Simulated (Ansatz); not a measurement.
# Surface dipole against coverage: K on fcc Ag (100)

One K atom in each cell of a four-layer slab of fcc Ag (100), started at a fourfold hollow site; the adatom and the upper two layers relax, with a dipole correction. Δφ is the change of the top face's work function against the clean slab's 4.19 eV. By the Helmholtz relation an adatom's dipole is μ = |Δφ|/(0.377 eV × n) in debye, for n adatoms per nm². In Topping's model neighbouring dipoles depolarise each other, so that 1/μ = (1 + 9α·n^(3/2))/μ0 is a line in x = n^(3/2). Calculation: PBE (plane waves to 420 eV, PAW; Ansatz, a first-principles code). All cells sample the k points of the 1×1 cell's 12×12×1 mesh, with Fermi-Dirac smearing of 0.1 eV (energies taken to zero smearing), without spin polarisation or spin-orbit coupling.

| cell | x (nm⁻³) | 1/μ (1/D) | n (nm⁻²) | Δφ (eV) |
|---|---|---|---|---|
| 4×3 | 0.96 | 0.228 | 0.97 | -1.60 |
| 3×3 | 1.47 | 0.245 | 1.29 | -1.98 |
| 4×2 | 1.75 | 0.276 | 1.45 | -1.98 |
| 3×2 | 2.70 | 0.311 | 1.94 | -2.35 |
| 2×2 | 4.96 | ? | 2.91 | ? |

The 4 complete rows are fitted with a straight line, 1/μ against x. With u = x - 1.7, the rows have u = -0.7400, -0.2300, 0.0500, 1.0000. Means: u 0.020000, 1/μ 0.2650. About the means, the sum of products is 0.078530 and the sum of squares of u is 1.6014; the slope is their ratio. Least squares gives 1/μ = 0.2640 + 0.04904·u. Residuals (row less fit): 0.0003, -0.0077, 0.0095, -0.0020; standard error 0.0088 (degrees of freedom: 2). At x = 0 the line gives 1/μ0 = 0.181, so a lone adatom carries about 5.5 D, its positive end outward; slope over intercept is 9α, which puts α at roughly 30 Å³, a figure that hangs on Δφ's last digit.

Task: Estimate the missing 1/μ (x = 4.96); what did the run itself give?

Result: u = 3.2600, so 1/μ = 0.2640 + 0.04904 × 3.2600 = 0.4239 1/D. The calculation gives 0.442 1/D, 0.0181 1/D above the prediction (8.5 % of the range of 1/μ in the table). The row lies outside the fitted rows, so this is an extrapolation.

The model takes a square or triangular net of point dipoles; the 4×2, 3×2 and 4×3 nets are stretched, and dense layers bond among themselves. Only series are tabulated where Δφ keeps its sign and exceeds 0.12 eV, and the fitted rows scatter about the line by under a tenth of the table's range (standard error).

As a change of work function, the prediction is 0.377 × 2.91/0.424 = 2.59 eV in size, against 2.48 eV from the run.

Each row is one calculation, so residuals can be the form's limits or numerical noise.
